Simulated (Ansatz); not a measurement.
**Quick settings and what they miss: YMg3 (Fm-3m, 4 atoms in the cell)**

Self-consistent single point.

```yaml
crystal:
  lattice:
    - [0.00000, 3.56037, 3.56037]
    - [3.56037, 0.00000, 3.56037]
    - [3.56037, 3.56037, 0.00000]
  atoms:
    - { symbol: Y, position: [0.00000, 0.00000, 0.00000] }
    - { symbol: Mg, position: [0.25000, 0.25000, 0.25000] }
    - { symbol: Mg, position: [0.75000, 0.75000, 0.75000] }
    - { symbol: Mg, position: [0.50000, 0.50000, 0.50000] }
```

Computed with PBEsol, PAW files made with PBE (plane waves; Ansatz, a quantum-chemistry and plane-wave program).

Base settings: basis.ecutwfc = 420 eV; kpoints.mp_grid.grid = 6 6 6; hamiltonian.xc = pbesol; hamiltonian.pseudopotentials = {kind: paw} (the program's default PAW files); scf.occupations.method = cold; scf.occupations.width = 0.136 eV.

Tight run (finer mesh or higher cutoff; not a proven limit): basis.ecutwfc: 420 eV → 590 eV; kpoints.mp_grid.grid: 6 6 6 → 9 9 9; scf.convergence.dr2_threshold: default (1e-07 eV) → 1e-09 eV. It gave Fermi level (on the code's own zero) 7.81 eV; pressure 2.64 GPa.

Quick runs, as changes from the base:
- A: the base itself
- B: kpoints.mp_grid.grid: 6 6 6 → 4 4 4; scf.occupations.method: cold → methfessel_paxton
- C: basis.ecutwfc: 420 eV → 210 eV; kpoints.mp_grid.grid: 6 6 6 → 8 8 8; scf.convergence.dr2_threshold: default (1e-07 eV) → 0.001 eV
- D: basis.ecutwfc: 420 eV → 295 eV; kpoints.mp_grid.grid: 6 6 6 → 4 4 4; scf.occupations.method: cold → gaussian; scf.occupations.width: 0.136 eV → 0.2 eV
- E: basis.ecutwfc: 420 eV → 210 eV; kpoints.mp_grid.grid: 6 6 6 → 2 2 2; hamiltonian.xc: pbesol → lda; scf.occupations.width: 0.136 eV → 0.2 eV [LDA (PW92)]

Energies are extrapolated to zero smearing width, which holds to low order in the width alone.

Dashes: energy of E, another energy zero.

† marks runs with another functional, U, potentials or spin treatment: their distance from the tight run is not a convergence error alone.

The count of work is k-points × plane waves × bands × iterations; it is no time. 

Pressures in the table are Ansatz's without its Pulay estimate, at a fixed set of plane waves; the tight run's value above holds the estimate.

The starting cell comes from a database of computed structures (which also holds hypothetical and non-ambient phases and stackings), without a prior relaxation at this level. Its lattice was rescaled by a random factor within 2.5 % of one.

```
run  energy less tight (meV/atom)  pressure less tight (GPa)  count of work / tight
---  ----------------------------  -------------------------  ---------------------
A                            -3.3                      -0.10                   0.22
B                           -14.5                      -0.03                   0.11
C                          1234.5                     -49.37                  0.097
D                            16.3                      -2.08                  0.064
E†                              –                     -49.72                  0.014
```

Among the runs at the tight run's level, the energy misses run from 3.3 to 1234.5 meV/atom.

Left out of this page: 1 run of the series with a known weakness of the program.

Keys are those of Ansatz 0.2.
